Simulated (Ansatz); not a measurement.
**What isotropic strain +0.50 % does to CaO**

The reference is CaO in the rock salt structure (space group Fm-3m, No. 225; a = 4.8308 Å).

Modification: an isotropic linear strain of +0.50 %; the atoms relax in the strained cell.

Method: PBE (Ansatz, a quantum-chemistry and plane-wave program, PAW, no spin-orbit coupling). k-mesh 12×12×12 (Γ-centred); smearing 0.05 eV (Fermi–Dirac).

The volume per atom rises by 0.21 Å³ (14.09 Å³ → 14.30 Å³) and the space group remains Fm-3m (No. 225). The energy goes up by 1.0 meV/atom and the band gap stays 3.66 eV. The gap character stays indirect, Γ → X and the smallest direct gap is nearly the same (4.03 eV against 4.04 eV). The width of the top valence band falls by 0.03 eV, from 1.16 eV to 1.13 eV and the electron mass changes from 1.4 mₑ along k, 0.44 mₑ across (at X) to 1.4 mₑ along k, 0.45 mₑ across (at X). The hole mass (degenerate bands, along [100]) becomes 0.36, 2.9, 2.9 mₑ (at Γ) (base: 0.35, 2.9, 2.9 mₑ (at Γ)) and the valley order (the lowest conduction-band minima on the path, energy above the VBM, named in the base's zone) goes from X along ⟨100⟩ 3.66 eV; Γ 4.61 eV to X along ⟨100⟩ 3.66 eV; Γ 4.49 eV.

Effective masses come from finite differences of ±0.01 Å⁻¹. Along k means along the line from Γ to the band edge. Stability against distortions was not tested.
